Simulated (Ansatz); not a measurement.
Surface energy of faces of monoclinic ZrO2 in PBE and in RPBE, in Ansatz (plane waves, PAW). Symmetric slabs relaxed with PBE from ideal cuts in 1x1 cells (the lowest computed cut and spin start of each face; real faces may reconstruct in larger cells); RPBE values are single points on them, with the bulk at the same level. No spin-orbit coupling, no U.

```
face                        PBE (J/m²)  RPBE (J/m²)
--------------------------  ----------  -----------
(001)                             1.25         0.95
(010)                             2.19         1.95
(011)                             1.30         1.11
(10-1)                            1.22            ?
(100)                             1.41         1.20
(101) (2 O–Zr bonds broke)        1.36         1.11
(11-1)                            0.92         0.72
(110)                             1.18         0.98
(111)                             1.09         0.86
```

Question: Fit a straight line y = a·x + b by least squares to the 8 complete rows (x: PBE (J/m²); y: RPBE (J/m²)).

Answer: the means are x̄ = 1.3375 and ȳ = 1.1100; Σ(x − x̄)² = 1.0019 and Σ(x − x̄)(y − ȳ) = 0.98180, so a = 0.980 and b = ȳ − a·x̄ = -0.201. The largest residual is 0.074.

Question: What does the line predict for the withheld row, (10-1), and what did the calculation give?

Answer: the line gives 0.99; the calculation gave 1.01, a miss of 0.02, of the size of the fitted rows' scatter and rounding.

Ansatz is a first-principles code.
